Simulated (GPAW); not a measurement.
```yaml
crystal:
  lattice:
    - [0.00000, 2.33160, 2.33160]
    - [2.33160, 0.00000, 2.33160]
    - [2.33160, 2.33160, 0.00000]
  atoms:
    - { symbol: Hf, position: [0.01072, 0.01072, 0.98928] }
    - { symbol: C, position: [0.50000, 0.50000, 0.50000] }
```

Level of theory: LDA (Perdew-Wang 92), real-space grid, GPAW PAW datasets LDA (gpaw-data 1.0.1) in GPAW 25.7.0.

The set-up and first iterations of a GPAW log for HfC (I4mm, 2 atoms in the cell):

```
Input parameters:
  convergence: {density: 1e-05,
                energy: 1e-05}
  h: 0.2
  kpts: {gamma: True,
         size: (6, 6, 6)}
  maxiter: 100
  mode: fd
  nbands: 8
  occupations: {name: fermi-dirac,
                width: 0.1}
  symmetry: {symmorphic: False,
             tolerance: 0.0005}

species:
  Hf:
    name: Hafnium
    Z: 72.0
    valence: 12
    core: 60
    charge: 0.0
    file: Hf.LDA.gz

    # Using partial waves for Hf as LCAO basis

  C:
    name: Carbon
    Z: 6.0
    valence: 4
    core: 2
    charge: 0.0
    file: C.LDA.gz

    # Using partial waves for C as LCAO basis

Reference energy: -410660.131026  # eV

Spin-paired calculation

Convergence criteria:
 Maximum [total energy] change in last 3 cyles: 1e-05 eV / valence electron
 Maximum integral of absolute [dens]ity change: 1e-05 electrons / valence electron
 Maximum integral of absolute [eigenst]ate change: 4e-08 eV^2 / valence electron
   [... lines left out ...]
  width: 0.1000  # eV

Eigensolver

Densities:
  Coarse grid: 12*12*12 grid
  Fine grid: 24*24*24 grid
  Total Charge: 0.000000

Density mixing:
  Method: separate
  Backend: pulay
  Linear mixing parameter: 0.05
  old densities: 5
  Damping of long wavelength oscillations: 50

Hamiltonian:
  XC and Coulomb potentials evaluated on a 24*24*24 grid
  Interpolation: tri-quintic (5. degree polynomial)
  Poisson solver: FastPoissonSolver using
    Stencil: 12*3+1=37 point O(h^6) finite-difference Laplacian
    FFT axes: [np.int64(0), np.int64(1), np.int64(2)]
    FST axes: []

Number of atoms: 2
Number of atomic orbitals: 17
Number of bands in calculation: 8
Number of valence electrons: 16
Bands to converge: occupied

Density initialized from atomic densities
  8 bands from LCAO basis set

Atomic positions and initial magnetic moments

Positions:
   0 Hf    -0.000000   -0.000000    0.049999    ( 0.0000,  0.0000,  0.0000)
   1 C      2.331600    2.331600    2.331600    ( 0.0000,  0.0000,  0.0000)

Unit cell:
           periodic     x           y           z      points  spacing
  1. axis:    yes    0.000000    2.331600    2.331600    12     0.2244
  2. axis:    yes    2.331600    0.000000    2.331600    12     0.2244
  3. axis:    yes    2.331600    2.331600    0.000000    12     0.2244

  Lengths:   3.297380   3.297380   3.297380
  Angles:   60.000000  60.000000  60.000000

Effective grid spacing dv^(1/3) = 0.2448
     iter     time        total  log10-change:
                         energy   eigst   dens
iter:   1 --:--:--   -22.461149
iter:   2 --:--:--   -21.834160   -0.66  -0.84
iter:   3 --:--:--   -20.115816   +0.99  -0.88
iter:   4 --:--:--   -20.245984   -0.20  -1.43
iter:   5 --:--:--   -28.004706   +1.27  -1.43
```

How does the run end?

The run ended unconverged after 100 iterations. It gives no final result for the task that was set. The log goes on:

```
   [... 56 lines left out ...]
iter:  62 --:--:--   -20.424830   -2.83  -2.46
iter:  63 --:--:--   -20.426080   -2.85  -2.57
iter:  64 --:--:--   -20.424858   -1.86  -2.48
   [... lines left out ...]
iter:  99 --:--:--   -20.426839c  -4.41  -5.41c
iter: 100 --:--:--   -20.426851c  -4.17  -5.31c

Did not converge!

Here are some tips:

1) Make sure the geometry and spin-state is physically sound.
2) Use less aggressive density mixing.
3) Solve the eigenvalue problem more accurately at each scf-step.
4) Use a smoother distribution function for the occupation numbers.
5) Try adding more empty states.
6) Use enough k-points.
7) Don't let your structure optimization algorithm take too large steps.
8) Solve the Poisson equation more accurately.
9) Better initial guess for the wave functions.

See details here:

    https://gpaw.readthedocs.io/documentation/convergence.html
Traceback (most recent call last):
   [... frames left out ...]
gpaw.KohnShamConvergenceError: Did not converge!  See text output for help.
```

The starting cell has typed, rounded lattice constants, without a prior relaxation at this level. Its lattice was rescaled by up to half a per cent. One atom was moved a little off its site on purpose. Spin-orbit coupling is off.

The run was DFT LDA (Perdew-Wang 92), real-space grid, GPAW PAW datasets LDA (gpaw-data 1.0.1). Main settings of its input:

| setting | value |
|---|---|
| mode | fd |
| h | 0.2 Å |
| xc | LDA |
| kpts | 6 6 6 |
| mesh shift (steps) | 0 0 0 |
| occupations.name | fermi-dirac |
| occupations.width | 0.1 eV |
| nbands | 8 |
| convergence.density | 1e-05 e/electron |
| convergence.energy | 1e-05 eV/electron |
| symmetry.symmorphic | false |
| symmetry.tolerance | 0.0005 |
